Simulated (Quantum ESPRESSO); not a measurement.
Input and output of a self-consistent single point for Tl (P6_3/mmc, 4 atoms in the cell) (Quantum ESPRESSO).

Level of theory: LDA (PZ), GBRV 1.5 ultrasoft (LDA) pseudopotentials (plane waves; Quantum ESPRESSO).

```yaml
crystal:
  lattice:
    - [3.47671, 0.00000, 0.00000]
    - [-1.73836, 3.01092, 0.00000]
    - [0.00000, 0.00000, 11.16308]
  atoms:
    - { symbol: Tl, position: [0.00000, 0.00000, 0.00000] }
    - { symbol: Tl, position: [0.00000, 0.00000, 0.50000] }
    - { symbol: Tl, position: [0.33333, 0.66667, 0.25000] }
    - { symbol: Tl, position: [0.66667, 0.33333, 0.75000] }
```

Reference input (self-consistent single point, DFT, PBE, plane waves, GBRV 1.5 ultrasoft (PBE) pseudopotentials): ecutwfc = 40 Ry; ecutrho = 200 Ry; occupations = smearing; smearing = gaussian; degauss = 0.0036749 Ry; potentials = {Tl: tl_pbe_v1.2.uspp.F.UPF}; K_POINTS = automatic 7 7 2 0 0 0; conv_thr = 1e-10 Ry; mixing_beta = 0.4. This run's input differs from it in these lines:

```diff
@@ -23,3 +23,3 @@
 ATOMIC_SPECIES
-Tl   204.3800  tl_pbe_v1.2.uspp.F.UPF
+Tl   204.3800  tl_lda_v1.2.uspp.F.UPF
 ATOMIC_POSITIONS alat
```

The program printed (abridged):

```
     Self-consistent Calculation

     iteration #  1     ecut=    40.00 Ry     beta= 0.40

     Threshold (ethr) on eigenvalues was too large:
     Diagonalizing with lowered threshold

     negative rho (up, down):  2.034E-01 0.000E+00

     total energy              =    -579.44432524 Ry
     estimated scf accuracy    <       0.02310019 Ry

     iteration #  2     ecut=    40.00 Ry     beta= 0.40

     negative rho (up, down):  2.049E-01 0.000E+00

     total energy              =    -579.44658395 Ry
     estimated scf accuracy    <       0.00257631 Ry

     iteration #  3     ecut=    40.00 Ry     beta= 0.40

     negative rho (up, down):  2.059E-01 0.000E+00

     total energy              =    -579.44742907 Ry
     estimated scf accuracy    <       0.00034604 Ry

   [... 8 blocks of this kind left out ...]

     iteration # 12     ecut=    40.00 Ry     beta= 0.40

     negative rho (up, down):  2.065E-01 0.000E+00

     total energy              =    -579.44747854 Ry
     estimated scf accuracy    <          1.2E-10 Ry

     iteration # 13     ecut=    40.00 Ry     beta= 0.40

     negative rho (up, down):  2.065E-01 0.000E+00
     End of self-consistent calculation

     the Fermi energy is     9.8689 ev

!    total energy              =    -579.44747854 Ry
     estimated scf accuracy    <          1.0E-11 Ry
     smearing contrib. (-TS)   =      -0.00063753 Ry
     internal energy E=F+TS    =    -579.44684101 Ry

     convergence has been achieved in  13 iterations

     negative rho (up, down):  2.065E-01 0.000E+00

     Forces acting on atoms (cartesian axes, Ry/au):

     atom    1 type  1   force =     0.00000000    0.00000000    0.00000000
   [... zero for the other atoms too ...]

     Total force =     0.000000     Total SCF correction =     0.000000

     negative rho (up, down):  2.065E-01 0.000E+00
          total   stress  (Ry/bohr**3)                   (kbar)     P=      -41.33
  -0.00025860  -0.00000000   0.00000000          -38.04       -0.00        0.00
  -0.00000000  -0.00025860   0.00000000           -0.00      -38.04        0.00
   0.00000000   0.00000000  -0.00032557            0.00        0.00      -47.89

   JOB DONE.
```

The run converged in 13 iterations. Against the reference run the pressure goes from 0.66 to -4.13 GPa.

The starting cell comes from a database of computed structures (which also holds hypothetical and non-ambient phases and stackings), without a prior relaxation at this level. Its lattice was rescaled by a random factor within 2.5 % of one. With a pressure of about -4 GPa the cell is away from its equilibrium volume at this level.

Cost on one core of a shared machine: roughly 50 s.
